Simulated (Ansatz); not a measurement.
**Hypothetical P6_422 BAs under a change: pressure 1.5 GPa**

The parent structure is BAs (space group P6_422, No. 181; a = 3.4290 Å, c = 7.4031 Å; a hypothetical phase, not in the database extracts checked).

One thing is altered: a hydrostatic pressure of 1.5 GPa.

Computed with PBEsol in Ansatz (plane waves to 420 eV, PAW, spin-orbit coupling left out). Γ-centred 11×11×5 mesh, Fermi–Dirac width 0.05 eV.

```json
[
 {"quantity": "volume per atom", "base": "12.56 Å³", "changed": "12.44 Å³", "shift": "-0.12 Å³"},
 {"quantity": "density", "base": "5.67 g/cm³", "changed": "5.72 g/cm³", "shift": "+0.057 g/cm³"},
 {"quantity": "lattice parameter a", "base": "342.9 pm", "changed": "341.8 pm", "shift": "-1.1 pm"},
 {"quantity": "c/a ratio", "base": "2.159", "changed": "2.159", "shift": "0.000"},
 {"quantity": "shortest interatomic distance", "base": "211.2 pm", "changed": "210.5 pm", "shift": "-0.7 pm"},
 {"quantity": "enthalpy H = E + PV relative to the base's energy", "base": "–", "changed": "+0.12 eV/atom", "shift": "–"},
 {"quantity": "band gap", "base": "0.31 eV", "changed": "0.28 eV", "shift": "-0.03 eV"},
 {"quantity": "gap character", "base": "indirect, Γ → M", "changed": "indirect, Γ → M", "shift": "–"},
 {"quantity": "smallest direct gap", "base": "2.13 eV", "changed": "2.15 eV", "shift": "+0.026 eV"},
 {"quantity": "width of the top valence band", "base": "3.01 eV", "changed": "3.04 eV", "shift": "+0.03 eV"},
 {"quantity": "electron mass", "base": "0.19 mₑ along c, 0.32 mₑ across (at M)", "changed": "0.19 mₑ along c, 0.31 mₑ across (at M)", "shift": "–"},
 {"quantity": "hole mass", "base": "0.20 mₑ along c, 0.41 mₑ across (at Γ)", "changed": "0.21 mₑ along c, 0.41 mₑ across (at Γ)", "shift": "–"},
 {"quantity": "valence-band top at Γ (three highest levels, from the VBM)", "base": "0.00, -0.95, -1.26 eV", "changed": "0.00, -0.96, -1.27 eV", "shift": "–"}
]
```

Load acts through the strain it causes; cell and atoms are relaxed under it. Masses are band curvatures over ±0.01 Å⁻¹ around the edge. Whether these cells are dynamically stable was not tested. The base started in P3_121 and relaxed to P6_422 at this level. The zero or small gap of BAs under pressure 1.5 GPa can change with the level of theory.

Ansatz is an electronic-structure program.
